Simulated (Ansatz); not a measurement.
For AlB2-type ZrB2, PBE-D3(BJ) (PAW; Ansatz, a program for electronic structure) gives:

lattice parameter a: 3.145 Å
lattice parameter c: 3.510 Å

Task: What does r²SCANh (plane waves, PAW; Ansatz) give for the same quantities?

Result: 
- lattice constant a: 3.163 Å (increases by 0.6 %)
- lattice parameter c: 3.544 Å (goes up by 1.0 %)

For comparison: lattice constant a 3.17 Å (measured, room temperature, not corrected to a static lattice; as tabulated in Zhang et al. (2020), arXiv:1911.03307); lattice parameter c 3.532 Å (measured, room temperature, not corrected to a static lattice; as tabulated in Zhang et al. (2020), arXiv:1911.03307).

Changes are worked out from the printed values.

Unless a cell is named, each level is at its own relaxed cell (PBE-D3(BJ) 10.02, r²SCANh 10.24 Å³/atom).

Ansatz's density-functional and Hartree–Fock values are scalar-relativistic unless marked +SOC, with PAW data made under PBE.
